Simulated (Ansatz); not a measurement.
# Sr2BeN2 (model structure, started from the Ca2ZnN2 type, I4/mmm, No. 139, 5 atoms in the cell)

Level of theory: LDA in Ansatz (PAW).

Run with plane-wave cutoff 520 eV, 12×12×12 k mesh, Fermi–Dirac smearing 0.01 eV, scalar-relativistic PAW data made under PBE.

Cell (relaxed at this level):

```cif
data_Be2N4Sr4
_chemical_formula_sum 'Sr4 Be2 N4'
_space_group_name_H-M_alt 'I4/mmm'
_space_group_IT_number 139
_space_group_name_Hall '-I 4 2'
_cell_length_a 3.73763
_cell_length_b 3.73763
_cell_length_c 11.64823
_cell_angle_alpha 90.000
_cell_angle_beta 90.000
_cell_angle_gamma 90.000
loop_
_atom_site_label
_atom_site_type_symbol
_atom_site_symmetry_multiplicity
_atom_site_Wyckoff_symbol
_atom_site_fract_x
_atom_site_fract_y
_atom_site_fract_z
_atom_site_occupancy
Sr1 Sr 4 e 0.00000 0.00000 0.34832 1
Be1 Be 2 a 0.00000 0.00000 0.00000 1
N1 N 4 e 0.00000 0.00000 0.13123 1
```
(The calculation used a cell of 5 atoms; values per cell refer to that cell.)

For Sr2BeN2 (model structure, started from the Ca2ZnN2 type, I4/mmm, No. 139, 5 atoms in the cell), the band gap is 0.93 eV.

Note: the relaxation could raise the start's symmetry but not lower it, so the cell can be a saddle point.

Spin–orbit coupling is not included.

The computed numbers hold no vibrational or temperature effects.

The result took very roughly 22 core-seconds.

A model structure was made by putting elements into a prototype or built by hand; it is no filed structure, need not be a known phase, and can be a saddle point held by its symmetry.

Ansatz is a quantum-chemistry and plane-wave program.
